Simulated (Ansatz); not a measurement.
Point defect B interstitial in fcc Cu

Level of theory: PBE, PAW (plane waves to 420 eV; Ansatz, a first-principles code). Details: 32-site cell; 6×6×6 shifted k-points; start: void with 6Cu nearest; no Hubbard U; finite-size errors of tenths of an eV; the relaxation kept the symmetry of the starting site; relaxed from one start, so a lower configuration may exist.

Neighbours after relaxation, in Å: of the B atom: Cu 1.96, Cu 1.96, Cu 1.96, Cu 1.96, Cu 1.96, Cu 1.96.

Formation energies E_f are those of the neutral cell. Chemical conditions: host crystal and elements as references (Δμ(B) = 0.00 eV; B taken from its element, since no compound that bounds it was computed at this level; only phases computed here count, gases as isolated molecules at 0 K). Reference phases: B: alpha boron.

The name describes the start; the neighbours show where the added atom ended.

```json
[
 {"charge": "0", "moment (μB)": "not spin-polarised", "point group": "Oh", "largest move off a lattice site (Å)": "0.14", "E_f, host crystal and elements as references (eV)": "1.60"}
]
```

Point groups are those of the whole cell at tolerances of 0.03 and 0.1 Å ("near" where only the looser one holds); none is given for unsettled states.
